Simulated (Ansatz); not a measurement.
Consider TiC in the rock salt structure (space group Fm-3m, No. 225; a = 4.3327 Å).

(Cell as relaxed with PBE.)

Levels (all Ansatz, a first-principles code, PAW, earlier PAW set): PBE (420 eV, spin-orbit coupling left out); r2SCAN (500 eV, no spin-orbit coupling).

Each level relaxes its own structure.

```csv
base,PBE,r2SCAN
volume per atom,10.17 Å³,10.14 Å³
lattice parameter a,4.333 Å,4.329 Å
band gap,zero,zero
```

The change: a fraction x = 0.25 of the C sites is given to Sn, ordered in a cell of 8 atoms (starting symmetry Cmmm) and fully relaxed.

```csv
quantity,PBE,r2SCAN
mixing energy (to 0.01 eV only: unlike meshes or grids) (against an end that may be hypothetical),+0.42 eV/atom,[?]
band gap,zero,[?]
shortest interatomic distance,2.096 Å,[?]
```

Question: What does r2SCAN give?

Answer: 
- mixing energy (to 0.01 eV only: unlike meshes or grids) (against an end that may be hypothetical), r2SCAN: +0.45 eV/atom
- band gap, r2SCAN: zero
- shortest interatomic distance, r2SCAN: 2.096 Å

PBE's mixing energy lies 0.03 eV/atom below r2SCAN's; the two agree on the band gap and shortest interatomic distance. Neither level is exact; r2SCAN is the comparison here, not a measurement.

These are small ordered cells, not random alloys; other orderings at the same x differ. No phonon test of stability was made. The final runs are not spin-polarised.
